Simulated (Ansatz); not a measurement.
Start from PbTe in the rock salt structure (space group Fm-3m, No. 225).

```
CELL_PARAMETERS angstrom
      0.00000     3.26715     3.26715
      3.26715     0.00000     3.26715
      3.26715     3.26715     0.00000
ATOMIC_POSITIONS crystal
  Te 0.50000 0.50000 0.50000
  Pb 0.00000 0.00000 0.00000
```

Cartesian axes are those of the cell as printed.

The values are results of Kohn–Sham DFT with the r2SCAN functional, run in Ansatz (a program for electronic structure) with PAW and 500 eV plane waves, no spin-orbit coupling, not measurements.

For the base:

| Item | Value |
|---|---|
| Band gap | 1.09 eV |
| Pressure | 0.00 GPa |

Perturbation: uniaxial strain ε_zz = −1.00 %, all other strain components held at zero; the atoms relax in the strained cell.

Q: What happens to the band gap and pressure?

A: The band gap shrinks by 0.03 eV to 1.06 eV; the pressure (mean of the normal stresses, compression positive) goes from zero to 0.45 GPa.

With Pb and Te present, leaving out spin-orbit coupling can change the band edges. Whether these cells are dynamically stable was not tested.
